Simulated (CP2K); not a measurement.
Input and output of a self-consistent single point for Tl (P6_3/mmc, 4 atoms in the cell) (CP2K).

Computed with CP2K 2026.2 with LDA (Pade form), GPW, TZVP-MOLOPT-SR-GTH basis, GTH-PADE potentials (GTH_POTENTIALS).

```
Tl
1.0
    3.47706     0.00000     0.00000
   -1.73853     3.01122     0.00000
    0.00000     0.00000    11.16421
Tl
4
Direct
  0.00000   0.00000   0.00000
  0.00000   0.00000   0.50000
  0.33333   0.66667   0.25000
  0.66667   0.33333   0.75000
```

Reference input (self-consistent single point, DFT PBE, GPW, TZVP-MOLOPT-SR-GTH basis, GTH-PBE potentials (GTH_POTENTIALS)): CUTOFF = 500 Ry; REL_CUTOFF = 40 Ry; SMEAR/METHOD = FERMI_DIRAC; ELECTRONIC_TEMPERATURE = 1160.45 K; KPOINTS/SCHEME = MONKHORST-PACK 11 11 3; XC_FUNCTIONAL = PBE; Tl/BASIS_SET = TZVP-MOLOPT-SR-GTH-q13; Tl/POTENTIAL = GTH-PBE-q13; METHOD = GPW; EPS_DEFAULT = 1e-10; NGRIDS = 5; SCF_GUESS = ATOMIC. This run's input differs from it in these lines:

```diff
@@ -42,3 +42,3 @@
     &XC
-      &XC_FUNCTIONAL PBE
+      &XC_FUNCTIONAL PADE
       &END XC_FUNCTIONAL
@@ -74,3 +74,3 @@
       BASIS_SET TZVP-MOLOPT-SR-GTH-q13
-      POTENTIAL GTH-PBE-q13
+      POTENTIAL GTH-PADE-q13
     &END KIND
```

The program printed (abridged):

```
 SCF WAVEFUNCTION OPTIMIZATION

  Step     Update method      Time    Convergence         Total energy    Change
     1 NoMix/Diag. 0.30E+00      -     0.53754217      -200.1836488394 -2.00E+02
     2 Broy./Diag. 0.30E+00      -     0.06822719      -201.1368382241 -9.53E-01
     3 Broy./Diag. 0.30E+00      -     0.06707384      -200.3529721537  7.84E-01
     4 Broy./Diag. 0.30E+00      -     0.00735820      -199.9778659423  3.75E-01
     5 Broy./Diag. 0.30E+00      -     0.00181057      -199.9867662022 -8.90E-03
     6 Broy./Diag. 0.30E+00      -     0.00006491      -199.9905999330 -3.83E-03
   [... 3 lines left out ...]
    10 Broy./Diag. 0.30E+00      -     0.00000149      -199.9905442789  5.11E-08
    11 Broy./Diag. 0.30E+00      -     0.00000019      -199.9905440027  2.76E-07
    12 Broy./Diag. 0.30E+00      -     0.00000011      -199.9905438419  1.61E-07
    13 Broy./Diag. 0.30E+00      -     0.00000002      -199.9905437901  5.18E-08
  *** SCF run converged in    13 steps ***

  Overlap energy of the core charge distribution:               0.00000000000003
  Self energy of the core charge distribution:               -346.72014407116660
  Core Hamiltonian energy:                                    101.05117821842644
  Hartree energy:                                              71.84050069436881
  Exchange-correlation energy:                                -26.15961314327951
  Electronic entropic energy:                                  -0.00246548844117
  Fermi energy:                                                 0.24460490211060

  Total energy:                                              -199.99054379010715
  Total energy (extrapolated to T->0):                       -199.98931104588658

                     Mulliken Population Analysis

   [... lines left out ...]

 STRESS| Analytical stress tensor [bar]
 STRESS|                        x                   y                   z
 STRESS|      x       -2.56169990145E+04  -2.38421871001E+01  -4.00720660684E-04
 STRESS|      y       -2.38421871001E+01  -2.56441201768E+04   1.29558762188E+00
 STRESS|      z       -4.00720660684E-04   1.29558762188E+00  -2.35573195805E+04
 STRESS| 1/3 Trace                                            -2.49394795906E+04
```

The run converged in 13 iterations. Against the reference run the pressure goes from 2.38 to -2.49 GPa.

The starting cell comes from a database of computed structures (which also holds hypothetical and non-ambient phases and stackings), without a prior relaxation at this level. Its lattice was rescaled by a random factor within 2.5 % of one. Values carry the incompleteness of an atom-centred basis.

Cost on one core of a shared machine: roughly 2 min.
